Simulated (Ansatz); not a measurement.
The reference is WGe in the rock salt structure (space group Fm-3m, No. 225; a = 5.098 Å; a hypothetical phase, not in the database extracts checked).

The change: cell and atoms relaxed at a pressure of 2.1 GPa.

Levels (all Ansatz, a program for electronic structure, PAW, earlier PAW set): PBEsol (420 eV, no spin-orbit coupling); PBEsol+SOC (420 eV, with spin-orbit coupling).

The geometry is relaxed with PBEsol.

| Item | Value |
|---|---|
| PBEsol pressure | 2.1 GPa |

Problem. What does PBEsol+SOC give at this geometry for the pressure?

Solution. The pressure goes up by 0.2 GPa, from 2.1 GPa to 2.3 GPa.

Single points use the geometry relaxed with PBEsol. Differences between runs with and without spin-orbit coupling are approximate. Load acts through the strain it causes; cell and atoms are relaxed under it. Stability against distortions was not tested. The runs without spin-orbit coupling are not spin-polarised. WGe has a high density of states at the Fermi level and may be magnetic at this level.
